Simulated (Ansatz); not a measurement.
Given:

```yaml
crystal:
  lattice:
    - [4.24484, 0.00000, 0.00000]
    - [0.00000, 4.24484, 0.00000]
    - [0.00000, 0.00000, 2.71062]
  atoms:
    - { symbol: Si, position: [0.00000, 0.00000, 0.00000] }
    - { symbol: Si, position: [0.50000, 0.50000, 0.50000] }
    - { symbol: O, position: [0.30739, 0.30739, 0.00000] }
    - { symbol: O, position: [0.80739, 0.19261, 0.50000] }
    - { symbol: O, position: [0.19261, 0.80739, 0.50000] }
    - { symbol: O, position: [0.69261, 0.69261, 0.00000] }
```

No spin polarisation.

Method: Ansatz (a quantum-chemistry and plane-wave program) PBEsol, scalar-relativistic without spin-orbit coupling. Γ-centred 8×8×12 mesh, Fermi–Dirac width 0.05 eV.

Task: What is the computed gap character?

Result: Direct at Γ.

Task: Predict the hole mass.

Result: 1.9 mₑ along c, 1.1 mₑ across (at Γ).

Task: What is the computed electron mass?

Result: 0.35 mₑ along c, 0.44 mₑ across (at Γ).

The cells carry an imposed strain or load. Effective masses come from finite differences of ±0.01 Å⁻¹. Stability against distortions was not tested. The cell was made from SiO2 in the rutile structure (space group P4_2/mnm, No. 136) by this change: isotropic strain +1.20 %.
